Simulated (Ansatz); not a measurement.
Results of PBEsol (Ansatz, a first-principles code, plane waves, PAW) for Rb2PdSe2 (Immm, No. 71, 5 atoms in the cell; start mp-1069771).

Numerical settings: plane-wave cutoff 500 eV, 12×12×12 k mesh, Fermi–Dirac smearing 0.05 eV, scalar-relativistic PAW data made under PBE.

Cell (relaxed at this level):

```xyz
5
Lattice="-1.8960 3.7470 5.0356 1.8960 -3.7470 5.0356 1.8960 3.7470 -5.0356" Properties=species:S:1:pos:R:3 pbc="T T T"
Rb     0.0000     3.7470     1.9623
Rb     1.8960     0.0000     3.0733
Pd     0.0000     0.0000     0.0000
Se     1.8960     1.5986     0.0000
Se     0.0000     2.1484     5.0356
```

Q: What does this level give for the band gap?

A: 
* **band gap**: 0.85 eV (on the SCF k mesh)

Note: the relaxation could not lower the start's symmetry, so the cell can be a saddle point above a distorted one.

Spin–orbit coupling is not included.

Computed values are for the static lattice.

It cost roughly 10 core-minutes of CPU time.

A start named mp-… is a Materials Project structure, which need not be a measured phase.
